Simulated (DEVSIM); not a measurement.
Device: abrupt Si p-n junction, at 300 K.

```tsv
layer (left to right)	material	thickness (μm)	Nd (cm⁻³)	Na (cm⁻³)	τn (s)	τp (s)
1	Si	0.490	-	1.6e15	9.5e-6	9.5e-6
2	Si	90.0	1.1e14	-	9.5e-6	9.5e-6
```

Left contact: ohmic. Right contact: ohmic. Voltage is applied to the left contact. Recombination: SRH at mid-gap, radiative. Mobility is μmin + (μ − μmin)/(1 + (N/Nref)^α).

This is a model device: material constants are rounded textbook-type values typed into the input, and sizes, dopings and lifetimes were drawn at random. Values at 300 K. The table also holds parameters that only a changed run uses.

```tsv
parameter	Si
gap (eV)	1.124
affinity (eV)	4.05
permittivity	11.7
Nc (cm⁻³)	2.86e19
Nv (cm⁻³)	3.1e19
μn (cm²/Vs)	1417
μp (cm²/Vs)	470
μn,min	52
μp,min	45
Nref,n	9.7e16
Nref,p	2.2e17
αn	0.68
αp	0.72
B (cm³/s)	4.7e-15
Cn (cm⁶/s)	2.8e-31
Cp (cm⁶/s)	9.9e-32
```

Simulated with DEVSIM: 1D drift-diffusion, Boltzmann statistics, complete ionisation; no tunnelling, impact ionisation, image-force lowering or self-heating.

Base results: largest field in the device at zero bias (V/cm) 4100; potential step across the device at zero bias (V) 0.546.

### Question
What follows from this one change: doping Nd of layer 2 1.1e+14 → 3.3e+12 cm^-3?

### Answer
largest field in the device at zero bias 4100 → 2200 V/cm; potential step across the device at zero bias 0.546 → 0.456 V.

### Question
What follows from this one change: doping Na of layer 1 1.6e+15 → 1.6e+16 cm^-3?

### Answer
largest field in the device at zero bias 4100 → 7700 V/cm; potential step across the device at zero bias 0.546 → 0.606 V.
